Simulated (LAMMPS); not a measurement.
Simulation of a melt made from SiC (zinc blende), 1000 atoms, at 3770 K and 2 GPa, brought to that temperature within a few picoseconds.

Level of theory: classical MD, pair style gw, file SiC.gw, run in LAMMPS.

```json
{
 "state_found": "liquid",
 "density": "2.815 ± 0.004 g/cm³",
 "volume_per_atom": "11.83 ± 0.02 Å³/atom",
 "enthalpy_per_atom": "-4.740 ± 0.002 eV/atom",
 "first peak of g(r), C-Si": "1.91 Å, height 4.6",
 "coordination number of C by Si": "3.61 (counted to 2.46 Å)",
 "coordination number of Si by C": "3.61 (counted to 2.46 Å)",
 "self-diffusion coefficient of C (not corrected for cell size)": "(5.7 ± 0.4) × 10^-5 cm²/s",
 "self-diffusion coefficient of Si (not corrected for cell size)": "(4.3 ± 0.1) × 10^-5 cm²/s",
 "mean frequency of the vibrational (phonon) density of states": "16.3 THz",
 "cost": "very roughly 22 core-minutes"
}
```

Potential: file SiC.gw of the LAMMPS distribution.

Caution: at ambient pressure real SiC sublimes or decomposes before or as it melts, so this liquid is the model's. Caution: a run this short can hold a crystal over, or a liquid under, the potential's own melting point, which these runs don't give.

States go by the mean squared displacement: a species diffuses where it passes 1.5 Å², still rises and gives D over 1e-6 cm²/s; a crystal has left its structure where atoms lie 0.35 Å off their sites on average or a cubic box changes its shape by 3 %, or the axial ratios of another lie 8 % off the starting cell's, which the potential's own relaxation can also do.

Errors of D are the spread over four groups of atoms in one short run; a floor of about 5 %, a picked value, is safer.

Errors shown are sampling errors alone.
